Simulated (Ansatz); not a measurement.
Functionals compared on a constructed model of the (0001) surface of hcp Zr, a pseudomorphic layer of Re in the host's stacking (bottom of the slab: a bare face, its two planes held), in Ansatz (plane waves, PAW). The structure was relaxed with PBE; the other rows are single points on it. Cutoff 420 eV (500 eV for r2SCAN).

Set-up: 7 atoms, 15.7 Å thick at the start; mesh 13x13x1; 0.1 eV smearing; dipole correction on; 2 atoms held, the rest relaxed; held to the start's symmetry, so lower structures may exist; no spin, no spin-orbit, no U. It is one candidate, not shown to be the stable structure of the face. These notes are the PBE run's.

| functional | work function of the top face (eV) | rough cost of the single point |
|---|---|---|
| PBE | 4.38 | – |
| RPBE | 4.24 | about 27 core-seconds (a rough figure) |
| r2SCAN | ___ | very roughly 60 core-seconds |

Task: Complete the blanks.

Result: 
- r2SCAN, work function of the top face (eV): 4.40

Ansatz is a program for electronic structure.
